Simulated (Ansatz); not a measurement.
Take TlBr in the CsCl type structure (space group Pm-3m, No. 221; a = 3.915 Å) as the base. Axes: x, y, z lie along the cube axes.

The values are results of PBEsol/PAW in Ansatz (a program for electronic structure), scalar-relativistic without spin-orbit coupling, earlier PAW set, not measurements.

Before the change:

```
Item                             Value
-----------------------------  -------
Shortest interatomic distance  3.390 Å
```

One thing is altered: a free-standing slab of 2 layers (4 atoms, 2 a layer) is cut normal to [110], with 15 Å of vacuum and the in-plane cell held at bulk.

How does this affect the excess energy per area of both faces and shortest interatomic distance?

The excess energy per area of both faces (slab less bulk energy over the cell's area: twice a surface energy) comes out as 0.27 J/m²; the shortest interatomic distance shrinks by 0.187 Å (3.390 Å → 3.203 Å).

Slab and bulk use different k-meshes, which limits the precision of the excess energy. Whether these cells are dynamically stable was not tested.
